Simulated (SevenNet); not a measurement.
## Antifluorite K2S

The numbers are results of the machine-learned potential SevenNet-l3i5 (trained on PBE and PBE+U data), not measurements.

Cell (relaxed at this level):

```xyz
3
Lattice="0.0000 3.7295 3.7295 3.7295 0.0000 3.7295 3.7295 3.7295 0.0000" Properties=species:S:1:pos:R:3 pbc="T T T"
K      1.8647     1.8647     1.8647
K      5.5942     5.5942     5.5942
S      0.0000     0.0000     0.0000
```

| Quantity | Result |
|---|---|
| equilibrium lattice constant a | 7.459 Å |
| equilibrium volume per atom | 34.58 Å³/atom |

Measured, for comparison: lattice constant a 7.391 Å, equilibrium volume per atom 33.65 Å³/atom (temperature not stated, no zero-point or thermal correction; as tabulated in Syrotyuk et al. (2015), arXiv:1510.06546). Computed (rounded) less measured: lattice constant a +0.9 %, equilibrium volume per atom +2.8 %.

A machine-learned potential is trained on density-functional data: it inherits that level's misses and adds fitting errors of its own.
